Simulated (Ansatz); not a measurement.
Structures of equal composition on the (110) surface of bcc Mo: a layer of Ga in place of the second plane; a layer of Ga in place of the third plane. The slabs share one bottom face, and each structure is named by its start. These are constructed structures in small cells; real faces may alloy, dewet or reconstruct in larger ones, and not all known structures of the face are among them. Slabs of about 11 Å, Fermi-Dirac smearing of 0.1 eV. Bottom of the slabs: a bare face, its two planes held. Relaxed from the named starts with such symmetry as they have, on meshes of like density; energies extrapolated to zero smearing; spin only where a row says so; no spin-orbit coupling, no U. Brackets mark spin-polarised runs, whose order is one that fits the cell.

These are PBE (plane waves to 420 eV, PAW; Ansatz, a quantum-chemistry and plane-wave program) values and carry that method's errors.

Problem. Put the candidates in order of energy per 1x1 cell, lowest first, for PBE.

Solution. a layer of Ga in place of the third plane (0.000 eV), a layer of Ga in place of the second plane (0.190 eV)
